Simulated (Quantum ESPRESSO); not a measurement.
A self-consistent single point of OsRu3 (P6_3/mmc, 8 atoms in the cell) with Quantum ESPRESSO.

Method of the run: LDA (PZ), GBRV 1.5 ultrasoft (LDA) pseudopotentials (plane waves; Quantum ESPRESSO).

```xyz
8
Lattice="5.4304 0.0000 0.0000 -2.7152 4.7029 0.0000 0.0000 0.0000 4.2910" Properties=species:S:1:pos:R:3 pbc="T T T"
Ru     4.0665     0.7875     3.2182
Ru    -1.3513     3.9154     1.0727
Ru     1.3513     3.9154     1.0727
Ru     1.3639     0.7875     3.2182
Ru     2.7152     3.1280     3.2182
Ru     0.0000     1.5749     1.0727
Os     2.7152     1.5676     1.0727
Os     0.0000     3.1353     3.2182
```

Reference input (self-consistent single point, DFT, PBEsol, plane waves, GBRV 1.5 ultrasoft (PBESOL) pseudopotentials): ecutwfc = 40 Ry; ecutrho = 320 Ry; occupations = smearing; smearing = fd; degauss = 0.0099958 Ry; potentials = {Ru: ru_pbesol_v1.2.uspp.F.UPF, Os: os_pbesol_v1.2.uspp.F.UPF}; K_POINTS = automatic 4 4 5 0 0 0; conv_thr = 1e-11 Ry. This run's input differs from it in these lines:

```diff
@@ -25,4 +25,4 @@
 ATOMIC_SPECIES
-Ru   101.0700  ru_pbesol_v1.2.uspp.F.UPF
-Os   190.2300  os_pbesol_v1.2.uspp.F.UPF
+Ru   101.0700  ru_lda_v1.2.uspp.F.UPF
+Os   190.2300  os_lda_v1.2.uspp.F.UPF
 ATOMIC_POSITIONS {crystal}
```

Log, with long lists cut:

```
     Self-consistent Calculation

     iteration #  1     ecut=    40.00 Ry     beta= 0.70

---- Real-time Memory Report at c_bands before calling an iterative solver
           676 MiB given to the printing process from OS
           106 MiB allocation reported by mallinfo(arena+hblkhd)
------------------

     negative rho (up, down):  7.506E-01 0.000E+00

     total energy              =   -1561.37439592 Ry
     estimated scf accuracy    <       7.35067047 Ry

     iteration #  2     ecut=    40.00 Ry     beta= 0.70

---- Real-time Memory Report at c_bands before calling an iterative solver
   [... lines left out ...]
           754 MiB given to the printing process from OS
           148 MiB allocation reported by mallinfo(arena+hblkhd)
------------------

     negative rho (up, down):  7.466E-01 0.000E+00

     total energy              =   -1564.22175665 Ry
     estimated scf accuracy    <          4.1E-11 Ry

     iteration # 18     ecut=    40.00 Ry     beta= 0.70

---- Real-time Memory Report at c_bands before calling an iterative solver
           754 MiB given to the printing process from OS
           148 MiB allocation reported by mallinfo(arena+hblkhd)
------------------

     negative rho (up, down):  7.466E-01 0.000E+00
     End of self-consistent calculation

   [... 7 lines left out ...]

   [... 7 lines left out ...]

   [... 7 lines left out ...]

   [... 7 lines left out ...]

     the Fermi energy is    24.0142 ev

!    total energy              =   -1564.22175665 Ry
     estimated scf accuracy    <          5.7E-12 Ry
     smearing contrib. (-TS)   =      -0.02189803 Ry
     internal energy E=F+TS    =   -1564.19985862 Ry

     convergence has been achieved in  18 iterations

     negative rho (up, down):  7.466E-01 0.000E+00

     Forces acting on atoms (cartesian axes, Ry/au):

     atom    1 type  1   force =     0.00164471   -0.00094957   -0.00000000
     atom    2 type  1   force =    -0.00164471    0.00094957    0.00000000
     atom    3 type  1   force =     0.00164471    0.00094957   -0.00000000
   [... lines left out ...]
     Total force =     0.004652     Total SCF correction =     0.000014
   [... lines left out ...]

     negative rho (up, down):  7.466E-01 0.000E+00
          total   stress  (Ry/bohr**3)                   (kbar)     P=     -123.71
  -0.00083996  -0.00000000  -0.00000000         -123.56       -0.00       -0.00
  -0.00000000  -0.00083996   0.00000000           -0.00     -123.56        0.00
  -0.00000000   0.00000000  -0.00084287           -0.00        0.00     -123.99

   JOB DONE.
```

The run converged in 18 iterations. Against the reference run the pressure goes from -6.72 to -12.37 GPa and the largest force goes from 0.055 to 0.049 eV/Å.

The starting cell comes from a database of computed structures (which also holds hypothetical and non-ambient phases and stackings), without a prior relaxation at this level. Spin polarisation is off. With a pressure of about -12 GPa the cell is away from its equilibrium volume at this level.

Cost on one core of a shared machine: roughly 3 min.
